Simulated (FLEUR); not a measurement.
Troubleshooting FLEUR: a failed run on RuAl (Pm-3m, 2 atoms in the cell). The aim is a self-consistent single point with DFT, LDA (Vosko-Wilk-Nusair), all-electron FLAPW (FLEUR), scalar-relativistic valence.

Cell that was meant: a = 2.9236 Å, b = 2.9236 Å, c = 2.9236 Å, α = 90.00°, β = 90.00°, γ = 90.00°.

Part of the input:

```xml
   </cell>
   <atomSpecies>
      <species name="Aluminum (Al)" element="Al" atomicNumber="13">
         <mtSphere radius="1.94" gridPoints="609" logIncrement="0.018"/>
         <atomicCutoffs lmax="8" lnonsphr="6"/>
         <electronConfig flipSpins="F">
            <coreConfig>(1s1/2) (2s1/2) (2p1/2) (2p3/2)</coreConfig>
[...]
         <energyParameters s="3" p="3" d="3" f="4"/>
      </species>
      <species name="Ruthenium (Ru)" element="Ru" atomicNumber="44">
         <mtSphere radius="2.84" gridPoints="889" logIncrement="0.014"/>
         <atomicCutoffs lmax="10" lnonsphr="8"/>
         <electronConfig flipSpins="F">
            <coreConfig>(1s1/2) (2s1/2) (2p1/2) (2p3/2) (3s1/2) (3p1/2) (3p3/2) (4s1/2) (3d3/2) (3d5/2)</coreConfig>
```

Log, with long lists cut:

```
      Welcome to FLEUR        (www.flapw.de)
      MaX-Release 8.1          (www.max-centre.eu)
**************FLEUR-Error*****************
Error message: Overlapping MT-radii of two neighbours detected.
Error occurred in subroutine: chkmt
Error from PE:0/1
 Last known location:
```

Q: Read the log: what does the program object to, and what is the fix?

A: The fault is overlapping muffin-tin spheres. The method divides space into non-overlapping spheres and the region between them. To fix it, shrink the radii. The program stopped before any SCF iteration.

The sound input it was made from differs as follows (other fixes are possible):
```diff
-         <mtSphere radius="1.94" gridPoints="609" logIncrement="0.018"/>
+         <mtSphere radius="1.76" gridPoints="609" logIncrement="0.018"/>
-         <mtSphere radius="2.84" gridPoints="889" logIncrement="0.014"/>
+         <mtSphere radius="2.58" gridPoints="889" logIncrement="0.014"/>
```

With that input, the run converged in 15 iterations: free energy E − TS -129782.7115 eV; Fermi level (on the code's own zero) 13.12 eV (DFT, LDA (Vosko-Wilk-Nusair), all-electron FLAPW (FLEUR), scalar-relativistic valence).

On the sound input: the starting cell has typed, rounded lattice constants, without a prior relaxation at this level. Its lattice was rescaled by a random factor within 2.5 % of one. Spin polarisation is off. Values depend on the basis (sphere radii, cutoffs, local orbitals), which need not be converged.
